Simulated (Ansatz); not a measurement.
## How a calculation on Be (P6/mmm, 3 atoms in the cell) responds to its settings

```
Be
1.0
    3.58163     0.00000     0.00000
   -1.79082     3.10179     0.00000
    0.00000     0.00000     2.17841
Be
3
Direct
  0.00000   0.00000   0.00000
  0.33333   0.66667   0.50000
  0.66667   0.33333   0.50000
```

Base run A: Ansatz (a first-principles code) with PBE, self-consistent single point.

Its settings: kpoints.mp_grid.grid = 9 9 12; hamiltonian.xc = pbe; hamiltonian.pseudopotentials = {kind: paw} (the program's default PAW files); scf.occupations.method = fermi_dirac; scf.occupations.width = 0.1 eV.

The starting cell was generated: these elements placed on a structure prototype, without a prior relaxation; it need not be a known phase or ordering of this composition. Ansatz's pressure includes its estimate of the finite-basis (Pulay) stress.

A dash stands where there is no value to compare (another energy zero or no entropy term, no result, no spin, no clean gap, or a mesh too coarse for one). 

Run A gave: pressure (GPa) -0.03.

Runs:
- B: hamiltonian.dispersion: default → d3bj [PBE-D3BJ]
- C: hamiltonian.xc: pbe → revpbe; hamiltonian.dispersion: default → d3bj [revPBE-D3BJ]
- D: hamiltonian.dispersion: default → d3bjatm [PBE-D3BJ-ATM]
- E: hamiltonian.xc: pbe → rpbe; hamiltonian.dispersion: default → d3bjatm [RPBE-D3BJ-ATM]
- F: hamiltonian.dispersion: default → d4 [PBE-D4]

**Question.** What does run E change against A?

**Answer.** The pressure goes from -0.03 to -21.00 GPa.

**Question.** What does run B change against A?

**Answer.** The pressure goes from -0.03 to -7.21 GPa.

```
run  pressure (GPa)  dispersion energy (eV/atom)
---  --------------  ---------------------------
A             -0.03                            –
B             -7.21                       -0.348
C            -11.98                       -0.699
D             -5.93                       -0.315
E            -21.00                       -1.262
F             -2.19                       -0.111
```

Keys are those of Ansatz 0.2.
